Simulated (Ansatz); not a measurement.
Partial pair distribution functions of a relaxed model of amorphous In$_{9}$Ga$_{9}$Zn$_{9}$O$_{37}$K$_{2}$, broadened by 0.06 Å; density 5.63 g/cm³. Method: PBE, scalar-relativistic without spin-orbit coupling (plane waves to 420 eV, PAW; Ansatz, a quantum-chemistry and plane-wave program).

A CHGNet melt-quench gave the starting glass, which DFT then relaxed. O atoms were pushed apart under 1.9 Å during the dynamics, to hinder bonds among them. The hot cell started wider than the set density and was brought back towards it in steps. It is the lowest in DFT energy of 2 quenches. It is a model cell: composition and starting density were chosen by hand, and all elements were melted together. No dispersion term was used. Its density started from a set value of 5.63 and ended at 5.63 g/cm³. Cooling (nominally 210 K/ps over its main leg) ran many orders faster than in experiment, which tends to leave more defects and strain. Values belong to this one cell and scatter from quench to quench. The volume was held where the preparation left it and the shape relaxed, at a PBE pressure of 0.7 GPa. Stress components on the final sampling reach 0.8 GPa.

```tsv
r (Å)	g In-O	g Ga-O	g In-In	g Ga-Ga
1.60	0.00	0.00	0.00	0.00
1.70	0.00	0.35	0.00	0.00
1.80	0.00	5.18	0.00	0.00
1.90	0.01	10.01	0.00	0.00
2.00	0.75	3.97	0.00	0.00
2.10	6.32	1.19	0.00	0.00
2.20	8.83	1.27	0.00	0.00
2.30	3.88	0.30	0.00	0.00
2.40	0.97	0.23	0.00	0.00
2.50	0.40	0.03	0.00	0.00
2.60	0.08	0.00	0.00	0.00
2.70	0.07	0.00	0.00	0.00
2.80	0.31	0.08	0.00	0.00
2.90	0.16	0.23	0.00	0.14
3.00	0.28	0.29	0.01	1.12
3.10	0.23	0.47	0.54	0.92
3.20	0.34	0.64	2.22	2.77
3.30	0.37	0.52	2.10	5.08
3.40	0.52	0.62	2.68	1.25
3.50	0.70	0.86	1.99	0.79
3.60	0.76	0.95	3.12	1.87
3.70	0.74	0.65	2.29	1.62
3.80	0.74	0.86	1.74	1.25
3.90	1.03	1.45	1.65	0.64
4.00	1.02	1.49	1.45	0.05
4.10	1.09	1.15	0.93	0.03
4.20	1.25	1.19	0.24	0.45
4.30	1.19	1.25	0.47	0.87
4.40	1.14	1.28	0.37	0.92
4.50	1.42	1.77	0.02	0.40
4.60	1.48	1.44	0.00	0.29
```

Within 2.62 Å each In has 5.56 O neighbours on average.
